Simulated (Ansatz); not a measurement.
**Convergence study of the plane-wave cutoff for Ir (Fm-3m, 1 atom in the cell)**

```xyz
1
Lattice="0.0000 1.9104 1.9104 1.9104 0.0000 1.9104 1.9104 1.9104 0.0000" Properties=species:S:1:pos:R:3 pbc="T T T"
Ir     0.0000     0.0000     0.0000
```

Computed with PBE (plane waves, PAW; Ansatz, a quantum-chemistry and plane-wave program).

Base settings: basis.ecutwfc = 420 eV; kpoints.mp_grid.grid = 15 15 15; hamiltonian.xc = pbe; hamiltonian.pseudopotentials = {kind: paw} (the program's default PAW files); scf.occupations.method = gaussian; scf.occupations.width = 0.1 eV.

The second cell is the first with its lattice scaled by 0.98.

The mesh stays at the base's, so the ladder's end is converged at best in this setting alone.

The first pressure column holds Ansatz's estimate of the finite-basis (Pulay) stress, which hides part of the cutoff error; the other is without it.

Only quantities that move along the ladder and can be compared are tabulated.

The count of work is k-points × plane waves × bands × iterations; it is no time. 

The starting cell has typed, rounded lattice constants, without a prior relaxation at this level. Its lattice was rescaled by up to half a per cent. Spin polarisation is off. In the base run, with a pressure of about 15 GPa the cell is away from its equilibrium volume at this level.

```tsv
basis.ecutwfc	free energy less the last step's (meV/atom)	energy of the compressed cell less the first (meV/atom)	pressure (GPa)	pressure without the Pulay estimate (GPa)	count of work / last
145 eV	49830.87	-100.35	-86.74	-1631.67	0.061
170 eV	24803.14	-538.63	-90.81	-993.66	0.079
190 eV	13801.40	-53.41	-28.21	-637.48	0.067
210 eV	7368.52	36.35	5.43	-384.44	0.12
230 eV	3640.97	221.53	33.85	-212.12	0.12
250 eV	1589.94	215.18	25.08	-101.91	0.14
295 eV	213.84	149.76	15.19	-8.39	0.18
335 eV	26.44	146.94	14.75	10.96	0.19
380 eV	4.26	147.37	14.84	14.67	0.27
420 eV	3.23	147.28	14.82	14.73	0.29
460 eV	1.80	147.09	14.79	14.67	0.34
505 eV	0.63	146.96	14.77	14.71	0.35
565 eV	0.25	146.89	14.76	14.75	0.43
630 eV	0.15	146.87	14.76	14.75	0.55
735 eV	0.07	146.86	14.76	14.76	0.63
840 eV	0.04	146.86	14.76	14.76	0.78
1010 eV	0.00	146.86	14.76	14.76	1.0
```

Coarsest basis.ecutwfc that holds the energy of the compressed cell less the first within 0.2 meV/atom of the last step, with all finer ones: 505 eV, at 0.35 of the last step's count of work; the step before is off by 0.23 meV/atom.

Coarsest basis.ecutwfc that holds the pressure without the Pulay estimate within 0.1 GPa of the last step, with all finer ones: 380 eV, at 0.27 of the last step's count of work; the step before is off by 3.8 GPa.

Coarsest basis.ecutwfc that holds the free energy within 5 meV/atom of the last step, with all finer ones: 380 eV, at 0.27 of the last step's count of work; the step before is off by 26 meV/atom.

The energy difference between the two cells stays within 1 meV/atom of the last step's from 335 eV on, the total only from 505 eV on: much of the error is common to both cells and cancels.

At the lowest cutoff the pressure without the Pulay estimate lies 1650 GPa under the last step's, the usual sign of Pulay stress in an incomplete plane-wave basis.

Keys are those of Ansatz 0.2.
